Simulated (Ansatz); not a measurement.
Data:

```xyz
2
Lattice="3.9510 0.0000 0.0000 0.0000 3.9510 0.0000 1.9755 -1.9755 2.6670" Properties=species:S:1:pos:R:3 pbc="T T T"
Ga     0.0000     0.0000     0.0000
P      3.9510     1.9755     1.3335
```

No spin polarisation.

The values are results of Ansatz (an electronic-structure program), r2SCAN, PAW, cutoff 500 eV, no spin-orbit coupling, not measurements. k-mesh 10×10×10 (Γ-centred); smearing 0.05 eV (Fermi–Dirac).

What hole mass does the calculation give?

0.12 mₑ out of plane, 0.36 mₑ in plane (at Γ).

Predict the mean in-plane stress (compression positive).

-3.5 GPa.

Predict the band gap.

1.45 eV.

The cells carry an imposed strain or load. Masses are band curvatures over ±0.01 Å⁻¹ around the edge. Whether these cells are dynamically stable was not tested. The cell was made from GaP in the zinc blende structure (space group F-43m, No. 216) by this change: biaxial strain +2.50 %, plane normal [001], relaxed out of plane.
